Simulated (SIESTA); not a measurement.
A self-consistent single point of Ca₂TiN₂ (C2/m, 10 atoms in the cell) with SIESTA.

Computed with GGA PBEsol, numerical atomic orbitals TZP, PseudoDojo PBEsol standard norm-conserving potentials (rewritten from UPF to PSML) run with SIESTA 5.4.2.

```
Ca2TiN2
1.0
    5.43865    -2.54736     0.00000
    5.43865     2.54736     0.00000
   -2.85436     0.00000     6.14234
Ca Ti N
4 2 4
Direct
  0.32516   0.32516   0.40022
  0.67484   0.67484   0.59978
  0.98158   0.98158   0.24819
  0.01842   0.01842   0.75181
  0.64244   0.64244   0.11743
  0.35756   0.35756   0.88257
  0.80980   0.80980   0.37528
  0.19020   0.19020   0.62472
  0.50165   0.50165   0.78858
  0.49835   0.49835   0.21142
```

Reference input (self-consistent single point, DFT, GGA PBEsol, numerical atomic orbitals TZP, PseudoDojo PBEsol standard norm-conserving potentials (rewritten from UPF to PSML)): XC.functional = GGA; XC.authors = PBEsol; potentials = PseudoDojo PBEsol standard; PAO.BasisSize = TZP; PAO.EnergyShift = 0.01 Ry; MeshCutoff = 300 Ry; kgrid.MonkhorstPack = 4 4 3; OccupationFunction = MP; OccupationMPOrder = 0; ElectronicTemperature = 0.05 eV; MaxSCFIterations = 150; SCF.Mixer.Method = Broyden. This run's input differs from it in these lines:

```diff
@@ -43,3 +43,3 @@
 OccupationMPOrder            0
-ElectronicTemperature        0.05 eV
+ElectronicTemperature        0.5 eV
```

Output (repeated stretches shortened):

```
        iscf     Eharris(eV)        E_KS(eV)     FreeEng(eV)     dDmax    Ef(eV) dHmax(eV)
   scf:    1    -8428.735181    -8527.270109    -8527.498752  1.843449 -4.206000 14.706891
   scf:    2    -8561.551673    -8557.013067    -8557.403237  0.364836 -5.204162  3.126414
   scf:    3    -8559.173494    -8558.394108    -8558.740526  0.287564 -4.902065  1.787798
   scf:    4    -8558.898649    -8558.766927    -8559.113082  0.202830 -4.861457  0.866008
   scf:    5    -8558.734321    -8558.805824    -8559.146526  0.042553 -4.805565  0.878060
   [... 4 lines left out ...]
   scf:   10    -8558.850757    -8558.850757    -8559.198521  0.000726 -4.870478  0.001963
   scf:   11    -8558.850735    -8558.850746    -8559.198522  0.000245 -4.870388  0.001424
   scf:   12    -8558.850732    -8558.850739    -8559.198522  0.000134 -4.870322  0.000955
   scf:   13    -8558.850729    -8558.850734    -8559.198522  0.000088 -4.870259  0.000641
SCF Convergence by DM+H criterion
max |DM_out - DM_in|         :     0.0000876176
max |H_out - H_in|      (eV) :     0.0006410172
SCF cycle converged after 13 iterations

Using DM_out to compute the final energy and forces

siesta: E_KS(eV) =            -8558.8507

siesta: E_KS - E_eggbox =     -8558.8507

siesta: Atomic forces (eV/Ang):
     1    0.040102   -0.000000   -0.438259
     2   -0.040102    0.000000    0.438259
     3    0.380627    0.000000   -0.600972
     4   -0.380627    0.000000    0.600972
     5   -0.130216    0.000000    0.180253
     6    0.130216   -0.000000   -0.180253
     7   -0.455748    0.000000   -0.030462
     8    0.455748    0.000000    0.030462
     9   -0.040175   -0.000000    0.140112
    10    0.040175   -0.000000   -0.140112
   Tot    0.000000    0.000000   -0.000000
   Max    0.600972
   [... lines left out ...]
siesta: FreeEng =     -8559.198522
   [... lines left out ...]
siesta:    -0.023223    0.000000    0.009174
siesta:     0.000000   -0.016048   -0.000000
siesta:     0.009175    0.000000   -0.011773

siesta: Cell volume =        170.193889 Ang**3

siesta: Pressure (static):
siesta:                Solid            Molecule  Units
siesta:           0.00018531          0.00013245  Ry/Bohr**3
siesta:           0.01701483          0.01216068  eV/Ang**3
siesta:          27.26076554         19.48356229  kBar
```

The run converged in 13 iterations. Against the reference run the free energy falls by 17.0 meV/atom, the pressure goes from 2.62 to 2.73 GPa and the largest force goes from 0.762 to 0.711 eV/Å.

The starting cell comes from a database of computed structures (which also holds hypothetical and non-ambient phases and stackings), without a prior relaxation at this level. Spin polarisation is off, so a magnetic state, if there is one, cannot be reached. Values carry the incompleteness of an atom-centred basis.

Cost on one core of a shared machine: roughly 50 s.
